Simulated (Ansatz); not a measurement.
**Mo₃Ge under load (space group P4_2/mmc): band-structure transport figures**

```
Mo3Ge
1.0
    4.92719     0.00000     0.00000
    0.00000     4.92719     0.00000
    0.00000     0.00000     4.89710
Ge Mo
2 6
Direct
  0.00000   0.00000   0.00000
  0.50000   0.50000   0.50000
  0.24999   0.00000   0.50000
  0.75001   0.00000   0.50000
  0.50000   0.74999   0.00000
  0.50000   0.25001   0.00000
  0.00000   0.50000   0.75000
  0.00000   0.50000   0.25000
```

The numbers are results of PBEsol, rigid bands (plane waves, PAW, scalar-relativistic; Ansatz, a program for electronic structure), not measurements. Condition of this run: biaxial stress xx = yy = -2 GPa (compression positive) (the target of the relaxation). Geometry: cell and atoms relaxed with PBEsol, then loaded as said.

density of states at the Fermi level: 3.94 states/(eV·cell), both spins
bare Sommerfeld coefficient: 1.16 mJ/(mol of atoms·K²)
Drude plasma energy: 5.7 eV
root-mean-square Fermi velocity: 6.1e5 m/s
resistivity times τ: 15.3 (x), 15.3 (y), 15.0 (z) ×10⁻²² Ω·m·s

A metal at this level (no band gap); rigid bands, thermally averaged at 300 K, both spins. Spin-orbit coupling is left out. τ is one relaxation time for all states.

Computed structure with no diffraction record at hand here (it may be known, metastable or hypothetical): Mo3Ge under load (space group P4_2/mmc).
